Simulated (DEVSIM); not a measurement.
System: illuminated Si p-on-n cell, one wavelength, at 300 K.

| layer (left to right) | material | thickness (μm) | Nd (cm⁻³) | Na (cm⁻³) | τn (s) | τp (s) | absorption coefficient (cm⁻¹) |
|---|---|---|---|---|---|---|---|
| 1 | Si | 0.710 | - | 1.3e18 | 7.2e-7 | 4.6e-7 | 780 |
| 2 | Si | 84.0 | 2.1e15 | - | 2.4e-6 | 2.4e-6 | 780 |

Left contact: ohmic, minority electron recombination velocity 1e5 cm/s. Right contact: ohmic, minority hole recombination velocity 200 cm/s. Voltage is applied to the left contact. Recombination: SRH at mid-gap, radiative, Auger. Light enters at the left, 3.1e16 photons cm⁻² s⁻¹, one pass, no reflection. Mobility is constant in doping.

This is a model device: material constants are rounded textbook-type values typed into the input, and sizes, dopings and lifetimes were drawn at random. Values at 300 K; Nc and Nv go as T^1.5, mobilities as T to minus their exponent, the gap by Varshni's rule with the affinity fixed.

```csv
parameter,Si
gap (eV),1.124
affinity (eV),4.05
permittivity,11.7
Nc (cm⁻³),2.86e19
Nv (cm⁻³),3.1e19
μn (cm²/Vs),1417
μp (cm²/Vs),470
T exponent of μn,2.3
T exponent of μp,2.2
B (cm³/s),4.7e-15
Cn (cm⁶/s),2.8e-31
Cp (cm⁶/s),9.9e-32
Varshni α (eV/K),0.000473
Varshni β (K),636
```

DEVSIM, 1D drift-diffusion, Boltzmann statistics, complete ionisation; no tunnelling, impact ionisation, image-force lowering or self-heating.

The temperature was swept, all else fixed.

```csv
temperature (K),dark forward voltage at 100 A/cm² (V),dark forward voltage at 1 A/cm² (V),largest field in the device at zero bias (V/cm),potential step across the device at zero bias (V)
250,0.918,0.762,59000,0.874
300,0.859,0.664,64000,0.796
350,0.802,0.563,69000,0.714
400,0.747,0.461,73000,0.629
450,0.694,0.357,77000,0.542
500,0.644,0.254,81000,0.453
```

From the first row to the last the dark forward voltage at 100 A/cm² goes from 0.918 to 0.644. From the first row to the last the dark forward voltage at 1 A/cm² goes from 0.762 to 0.254.
